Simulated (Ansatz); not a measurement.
Consider TiC in the rock salt structure (space group Fm-3m, No. 225; a = 4.2609 Å; relaxed with 0.1 eV smearing).

Calculations: plane-wave PAW DFT at the LDA level (Ansatz, a program for electronic structure, 420 eV), no spin-orbit coupling.

Strains are applied to the cell and any free atomic positions relax.

One change was made to it. Results:

The pressure goes from zero to 9.0 GPa; the energy goes up by 7.9 meV/atom; the band gap stays zero.

Problem. Which of these changes matches the shifts?
A) isotropic strain +3.00 %
B) isotropic strain −0.50 %
C) isotropic strain −1.00 %

Solution. C, isotropic strain −1.00 %. For comparison, the energy relative to the base in the other runs: isotropic strain +3.00 % gives +63 meV/atom; isotropic strain −0.50 % gives +1.9 meV/atom.

Stability against distortions was not tested. All final runs are without spin polarisation.
